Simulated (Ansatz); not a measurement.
The reference is BN in the wurtzite structure (space group P6_3mc, No. 186; a = 2.554 Å, c = 4.224 Å).

Levels (all Ansatz, an electronic-structure program, PAW, earlier PAW set): PBE (420 eV, no SOC); r2SCAN (500 eV, spin-orbit coupling left out).

Levels that relaxed their own cell: PBE and r2SCAN.

```
level   lattice parameter a  lattice parameter c
------  -------------------  -------------------
PBE                 2.554 Å              4.224 Å
r2SCAN              2.543 Å              4.207 Å
```

Measured: lattice parameter a 2.55 Å (temperature not stated; as listed in K. Doll, J. C. Schön, M. Jansen, Physical Review B (2008)); lattice parameter c 4.2 Å (temperature not stated; as listed in K. Doll, J. C. Schön, M. Jansen, Physical Review B (2008)).

Computed minus measured — lattice parameter a: PBE +0.2 %, r2SCAN -0.3 %; lattice parameter c: PBE +0.6 %, r2SCAN +0.2 % (closest: r2SCAN). Measured values not marked as corrected hold thermal and zero-point effects that the static-lattice runs lack.

No phonon test of stability was made.
